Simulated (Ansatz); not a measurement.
Consider CdTe in the zinc blende structure (space group F-43m, No. 216; a = 6.409 Å). Axes: x, y, z lie along the cube axes.

Computed with DFT with LDA, PAW potentials and a 420 eV plane-wave cutoff in Ansatz (an electronic-structure program), spin-orbit coupling left out.

The change: a pure shear with ε_xy = ε_yx = 0.0114; the atoms relax in the strained cell.

Question: Predict the stress tensor and what it implies for the stiffness.

Answer: Stress of the strained cell less that of the base (GPa, compression positive):
```
   0.00   -0.49    0.00
  -0.49    0.00    0.00
   0.00    0.00   -0.01
```

Then −Δσ/γ with γ = 2ε = 0.0228 gives relaxed-ion elastic constants: C66 ≈ 22 GPa.

No phonon test of stability was made.
